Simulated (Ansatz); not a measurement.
## LiF (model structure, F-43m, No. 216, 2 atoms in the cell): smallest direct gap on the k points sampled by level of theory

No measured value is used here.

```
level (code)           value (eV)  cell (Å³/atom)
---------------------  ----------  --------------
LDA (Ansatz)                 7.95            9.30
PBEsol (Ansatz)              7.67           10.02
r²SCAN (Ansatz)              8.66            9.87
r²SCAN+rVV10 (Ansatz)        8.63            9.76
G0W0@PBEsol (Ansatz)        12.68            9.99
```

Computed values are for a static lattice.  G0W0@PBEsol: a quasiparticle level at a band edge is in doubt. Values are at the level's own relaxed cell; G0W0@PBEsol at the PBEsol cell. Cutoffs differ between the levels. Ansatz's density-functional and Hartree–Fock values are scalar-relativistic unless marked +SOC, with PAW data made under PBE.

A model structure was made by putting elements into a prototype or built by hand; it is no filed structure, need not be a known phase, and can be a saddle point held by its symmetry.

Ansatz is a program for electronic structure.
